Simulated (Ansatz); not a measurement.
The reference is Te in the diamond structure (space group Fd-3m, No. 227; a = 7.185 Å; a hypothetical phase, not in the database extracts checked).

(Cell as relaxed with PBE.)

Levels (all Ansatz, a program for electronic structure, PAW): PBE (420 eV, scalar-relativistic without spin-orbit coupling); PBEsol (420 eV, no spin-orbit coupling).

Each level relaxes its own structure.

| base | PBE | PBEsol |
|---|---|---|
| volume per atom | 46.37 Å³ | 44.00 Å³ |
| lattice parameter a | 718.5 pm | 706.1 pm |
| band gap | zero | zero |

One thing is altered: cell and atoms relaxed at a pressure of 10 GPa.

| quantity | PBE | PBEsol |
|---|---|---|
| volume per atom | 36.83 Å³ | 35.59 Å³ |
| band gap | zero | zero |

PBE's volume per atom lies 1.24 Å³ above PBEsol's (3.5 %); the two agree on the band gap. Neither level is exact; PBEsol is the comparison here, not a measurement.

Load acts through the strain it causes; cell and atoms are relaxed under it. Stability against distortions was not tested. No other phases were tried under pressure.
